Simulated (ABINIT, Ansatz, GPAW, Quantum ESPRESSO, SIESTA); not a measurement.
## CsSiI3 (R3m, 5 atoms in the cell) computed with different codes at matched settings

Self-consistent single point.

```xyz
5
Lattice="4.2423 2.4493 3.6912 -4.2423 2.4493 3.6912 0.0000 -4.8986 3.6912" Properties=species:S:1:pos:R:3 pbc="T T T"
Cs     0.0000     0.0000     0.0112
Si     0.0000     0.0000     5.1233
I      0.0000     2.3145     3.8135
I     -2.0044    -1.1573     3.8135
I      2.0044    -1.1573     3.8135
```

Shared settings, as Ansatz (a first-principles code) writes them: kpoints.mp_grid.grid = 7 7 7; scf.occupations.method = fermi_dirac; scf.occupations.width = 0.05 eV. Potentials and cutoffs stand in the table.

```
code                                                                                                                                 model  pressure (GPa)  largest force (eV/Å)  gap on the mesh (eV)       cutoff
----------------  ------------------------------------------------------------------------------------------------------------------------  --------------  --------------------  --------------------  -----------
SIESTA            LDA PW92, numerical atomic orbitals DZP, PseudoDojo LDA standard norm-conserving potentials (rewritten from UPF to PSML)           -1.87                 0.281                 1.267  grid 300 Ry
Quantum ESPRESSO                                                                       LDA (PZ), GBRV 1.5 ultrasoft (LDA) pseudopotentials           -1.88                 0.078                 1.250        40 Ry
GPAW                                                                         LDA (Perdew-Wang 92), GPAW PAW datasets LDA (gpaw-data 1.0.1)           -1.78                 0.112                 1.254       600 eV
ABINIT                                                                                                  LDA (PW92), PAW (JTH v2.0 LDA PAW)           -1.92                 0.075                 1.248        21 Ha
Ansatz                                                                                                 LDA (PW92), PAW files made with PBE           -1.88                 0.062                 1.250       420 eV
```

Size of the force on each atom (eV/Å): Sizes of forces hide their directions.

```
code                Cs1    Si2     I3     I4     I5
----------------  -----  -----  -----  -----  -----
SIESTA            0.016  0.281  0.173  0.173  0.173
Quantum ESPRESSO  0.000  0.078  0.043  0.043  0.043
GPAW              0.000  0.112  0.070  0.070  0.070
ABINIT            0.001  0.075  0.046  0.046  0.046
Ansatz            0.000  0.062  0.033  0.033  0.033
```

Gaps are read on the mesh. Another mesh or the band path gives a smaller gap, so these values are not converged in the mesh.

On Ansatz's run: spin-orbit coupling is off.

The spread over the programs that give each value: pressure within 0.14 GPa; largest force within 0.219 eV/Å; gap on the mesh within 0.019 eV.

SIESTA uses small atom-centred bases, whose incompleteness enters pressures, forces and empty levels differently from a plane-wave cutoff. Ansatz's pressure is given at a fixed set of plane waves, as the other plane-wave codes print theirs. The same LDA comes in different parametrisations, which differ slightly. In the force vectors, SIESTA (by 0.204) lies more than 0.08 eV/Å from the median of the plane-wave programs.

On the base mesh (4 4 4) the same programs gave: Ansatz pressure -1.80 GPa, gap on the mesh 0.748 eV; Quantum ESPRESSO pressure -1.80 GPa, gap on the mesh 0.746 eV; ABINIT pressure -1.84 GPa, gap on the mesh 0.737 eV; GPAW pressure -1.70 GPa, gap on the mesh 0.749 eV; SIESTA pressure -1.79 GPa, gap on the mesh 0.747 eV.

The values differ from the base mesh's, so the mesh still matters here: the table compares the programs at equal settings.

The starting cell comes from a database of computed structures (which also holds hypothetical and non-ambient phases and stackings), without a prior relaxation at this level.

Left out of this page: CP2K (on another mesh).

Keys are those of Ansatz 0.2.
